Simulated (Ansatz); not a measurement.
Cubic perovskite CsCdCl3 was calculated with HSE06 (Ansatz, a program for electronic structure, plane waves, PAW).

Numerical settings: plane-wave cutoff 460 eV, 6×6×6 k mesh, Fermi–Dirac smearing 0.01 eV, scalar-relativistic PAW data made under PBE.

Properties against volume:

```tsv
V (Å³/atom)	P (GPa)	direct gap at Γ (eV)	smallest gap on the k mesh (eV)
28.030	1.90	3.889	3.211
28.768	0.88	3.768	3.158
29.590	-0.08	3.637	3.097
30.243	-0.75	3.538	3.048
30.981	-1.40	3.429	2.992
```

The fundamental gap (3.10 eV at the equilibrium volume, on the SCF mesh) lies elsewhere than Γ–Γ.

Spin–orbit coupling is not included.
